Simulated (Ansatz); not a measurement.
Where the default PAW files enter, the runs use the earlier of Ansatz's two default sets.

Inside the gap of an insulator the Bloch states are evanescent, with a wavenumber k + iκ along the transport direction.

Data:

```
CELL_PARAMETERS angstrom
      4.80503     0.00000     0.00000
     -2.40252     4.16128     0.00000
      2.40251     1.38709     4.24092
ATOMIC_POSITIONS crystal
  Al 0.70420 0.85210 0.44370
  Al 0.29580 0.14790 0.55630
  Al 0.29580 0.64790 0.05630
  Al 0.70420 0.35210 0.94370
  O  0.50000 0.44386 0.75000
  O  0.50000 0.55614 0.25000
  O  0.80614 0.05614 0.75000
  O  0.19386 0.94386 0.25000
  O  0.19386 0.75000 0.75000
  O  0.80614 0.25000 0.25000
```

Space group of this cell: R-3c, corundum. The cell is strained (lengths along the current scaled by 0.97, ions clamped).

Transport runs along the normal of the first two printed cell vectors, the (001) (indices of the unstrained crystal) plane of the conventional cell.

No gap correction and no spin-orbit coupling; mid-gap values are interpolated between computed energies.

Task: Give the band gap and the smallest decay constant κ at mid-gap that Ansatz (a first-principles code) with r2SCAN yields.

Result: Gap 6.89 eV on a 10×10×10 mesh; κ = 0.409 1/Å, at the zone centre.
